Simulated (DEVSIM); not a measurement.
Device: Au/SiO2/p-Ge capacitor, at 400 K.

```
layer (left to right)  material  thickness (nm)  Na (cm⁻³)
---------------------  --------  --------------  ---------
1                          SiO2            21.0          -
2                            Ge             440     1.8e18
```

Metal gate on the left, work function 5.1 eV. Fixed charge at the semiconductor interface 0 cm⁻² (in units of +e); interface traps 1.3e12 cm⁻² eV⁻¹, uniform in energy, neutral level at 0.3 of the gap above the valence band.

Constants are typed, rounded textbook-type inputs, not results; the design itself was drawn at random and stands for no fabricated device. Values at 300 K; Nc and Nv go as T^1.5, mobilities as T to minus their exponent, the gap by Varshni's rule with the affinity fixed.

```csv
parameter,SiO2,Ge
gap (eV),9,0.664
affinity (eV),0.9,4
permittivity,3.9,16
Nc (cm⁻³),-,1.04e19
Nv (cm⁻³),-,6e18
Varshni α (eV/K),-,0.000477
Varshni β (K),-,235
```

Simulated with DEVSIM: 1D Poisson equation in equilibrium, Boltzmann statistics, complete ionisation; no quantum confinement or tunnelling. Metal contacts follow the ideal Schottky-Mott rule: no Fermi-level pinning, no interface dipoles.

The gate work function was swept, all else fixed.

| gate work function (eV) | flat-band voltage (V) |
|---|---|
| 4.8 | 0.07 |
| 4.95 | 0.22 |
| 5.1 | 0.37 |
| 5.25 | 0.52 |
| 5.4 | 0.67 |

From the first row to the last the flat-band voltage goes from 0.07 to 0.67.
